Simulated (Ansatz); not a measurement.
## Re: pressure series

Start from Re in the hcp (Mg type) structure (space group P6_3/mmc, No. 194).

```
CELL_PARAMETERS angstrom
      2.75083     0.00000     0.00000
     -1.37541     2.38229     0.00000
      0.00000     0.00000     4.44144
ATOMIC_POSITIONS crystal
  Re 0.33333 0.66667 0.75000
  Re 0.66667 0.33333 0.25000
```

Cell and atoms are relaxed at each pressure.

All numbers come from PBEsol/PAW in Ansatz (an electronic-structure program), without spin-orbit coupling.

Notes on the quantities. enthalpy: H = E + PV relative to the base's energy.

```json
[
 {"change": "base", "shortest interatomic distance": "2.730 Å", "enthalpy": "–"},
 {"change": "pressure −2 GPa", "shortest interatomic distance": "2.735 Å", "enthalpy": "-0.18 eV/atom"},
 {"change": "pressure −1 GPa", "shortest interatomic distance": "___", "enthalpy": "-0.09 eV/atom"},
 {"change": "pressure 3 GPa", "shortest interatomic distance": "2.723 Å", "enthalpy": "+0.27 eV/atom"},
 {"change": "pressure 7 GPa", "shortest interatomic distance": "2.715 Å", "enthalpy": "+0.63 eV/atom"},
 {"change": "pressure 15 GPa", "shortest interatomic distance": "___", "enthalpy": "+1.34 eV/atom"},
 {"change": "pressure 30 GPa", "shortest interatomic distance": "___", "enthalpy": "+2.63 eV/atom"},
 {"change": "pressure 50 GPa", "shortest interatomic distance": "2.639 Å", "enthalpy": "+4.30 eV/atom"},
 {"change": "pressure 75 GPa", "shortest interatomic distance": "2.605 Å", "enthalpy": "+6.31 eV/atom"},
 {"change": "pressure 100 GPa", "shortest interatomic distance": "2.575 Å", "enthalpy": "+8.25 eV/atom"}
]
```

Question: Complete the table.

Answer: 
- pressure −1 GPa, shortest interatomic distance: 2.733 Å
- pressure 15 GPa, shortest interatomic distance: 2.698 Å
- pressure 30 GPa, shortest interatomic distance: 2.671 Å

Load acts through the strain it causes; cell and atoms are relaxed under it. No phonon test of stability was made. No other phases were tried under pressure. The final runs are not spin-polarised.
